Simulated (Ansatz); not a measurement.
What isotropic strain −1.00 % does to ZrS2

Take ZrS$_{2}$ in the CdI2 type structure (space group P-3m1, No. 164; a = 3.635 Å, c = 5.720 Å; layered, stacked along the Cartesian z axis) as the base.

The change: the cell is scaled by 0.9900 in all directions; the atoms relax in the strained cell.

All numbers come from Ansatz (an electronic-structure program), PBE-D3(BJ), PAW, cutoff 420 eV, spin-orbit coupling left out. Γ-centred 10×10×6 mesh, Fermi–Dirac width 0.05 eV.

The space group is still P-3m1 (No. 164) and the shortest interatomic distance falls by 0.0094 Å to 2.547 Å. The energy rises by 2.9 meV/atom and the band gap decreases by 0.14 eV, from 0.66 eV to 0.52 eV. The gap character stays indirect, Γ → L and the smallest direct gap shrinks by 0.02 eV to 1.39 eV. The mean gap deformation potential ΔEg/Δln V is +4.8 eV and the width of the top valence band goes up by 0.09 eV (2.07 eV → 2.16 eV). The valence-band top at Γ (three highest levels, from the VBM) becomes 0.00, -0.25, -0.25 eV (base: 0.00, -0.24, -0.24 eV) and the largest internal atomic displacement comes out as 0.028 Å.

Final structure:

```xyz
3
Lattice="3.5985 0.0000 0.0000 -1.7992 3.1164 0.0000 0.0000 0.0000 5.6624" Properties=species:S:1:pos:R:3 pbc="T T T"
Zr     0.0000     0.0000     0.0000
S      0.0000     2.0776     1.4740
S      1.7992     1.0388     4.1884
```

Cost of the whole job for the changed cell (relaxation, final SCF and bands): about 14 core-seconds (a rough figure).

Semilocal Kohn–Sham gaps tend to fall short of experiment. No phonon test of stability was made.
